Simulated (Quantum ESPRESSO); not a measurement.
Input and output of a self-consistent single point for SiO2 (P3_121, 9 atoms in the cell) (Quantum ESPRESSO).

Method of the run: rVV10, GBRV 1.5 ultrasoft (PBE) pseudopotentials (plane waves; Quantum ESPRESSO).

```
SiO2
1.0
    4.84420     0.00000     0.00000
   -2.42210     4.19520     0.00000
    0.00000     0.00000     5.35309
Si O
3 6
Direct
  0.53109   0.53109   0.00000
  0.46891   0.00000   0.33333
  0.00000   0.46891   0.66667
  0.26922   0.41339   0.78489
  0.58661   0.85583   0.11822
  0.14417   0.73078   0.45156
  0.41339   0.26922   0.21511
  0.85583   0.58661   0.88178
  0.73078   0.14417   0.54844
```

Reference input (self-consistent single point, DFT, PBE, plane waves, GBRV 1.5 ultrasoft (PBE) pseudopotentials): ecutwfc = 40 Ry; ecutrho = 200 Ry; occupations = smearing; smearing = gaussian; degauss = 0.000734986 Ry; potentials = {Si: si_pbe_v1.uspp.F.UPF, O: o_pbe_v1.2.uspp.F.UPF}; K_POINTS = automatic 4 4 3 0 0 0; conv_thr = 1e-10 Ry. This run's input differs from it in these lines:

```diff
@@ -18,2 +18,3 @@
  degauss = 0.000734986
+ input_dft = 'rvv10'
 /
```

Output (repeated stretches shortened):

```
     Self-consistent Calculation

     iteration #  1     ecut=    40.00 Ry     beta= 0.70

     total energy              =    -222.86573133 Ry
     estimated scf accuracy    <       2.65024689 Ry

     iteration #  2     ecut=    40.00 Ry     beta= 0.70

     total energy              =    -223.73633827 Ry
     estimated scf accuracy    <       1.55433361 Ry

     iteration #  3     ecut=    40.00 Ry     beta= 0.70

     total energy              =    -223.97963011 Ry
     estimated scf accuracy    <       0.01693397 Ry

   [... 8 blocks of this kind left out ...]

     iteration # 12     ecut=    40.00 Ry     beta= 0.70

     total energy              =    -223.98884937 Ry
     estimated scf accuracy    <          4.2E-10 Ry

     iteration # 13     ecut=    40.00 Ry     beta= 0.70
     End of self-consistent calculation

     the Fermi energy is     5.9409 ev

!    total energy              =    -223.98884937 Ry
     estimated scf accuracy    <          4.5E-12 Ry
     smearing contrib. (-TS)   =      -0.00000000 Ry
     internal energy E=F+TS    =    -223.98884937 Ry

     convergence has been achieved in  13 iterations

     Forces acting on atoms (cartesian axes, Ry/au):

     atom    1 type  1   force =     0.00062776    0.00108732    0.00000000
     atom    2 type  1   force =    -0.00125553   -0.00000000    0.00000000
     atom    3 type  1   force =     0.00062776   -0.00108732    0.00000000
     atom    4 type  2   force =     0.01834961   -0.02883571   -0.01967211
     atom    5 type  2   force =     0.01579765    0.03030908   -0.01967211
   [... lines left out ...]

     Total force =     0.096623     Total SCF correction =     0.000002

          total   stress  (Ry/bohr**3)                   (kbar)     P=      162.22
   0.00109854   0.00000000   0.00000000          161.60        0.00        0.00
   0.00000000   0.00109854   0.00000000            0.00      161.60        0.00
   0.00000000   0.00000000   0.00111120            0.00        0.00      163.46

   JOB DONE.
```

The run converged in 13 iterations. Against the reference run the pressure goes from 15.56 to 16.22 GPa, the largest force goes from 0.833 to 1.014 eV/Å and the gap on the mesh goes from 6.317 to 5.943 eV.

The starting cell comes from a database of computed structures (which also holds hypothetical and non-ambient phases and stackings), without a prior relaxation at this level. Its lattice was rescaled by a random factor within 2.5 % of one. With a pressure of about 16 GPa the cell is away from its equilibrium volume at this level. Forces in this geometry exceed 1 eV/Å.
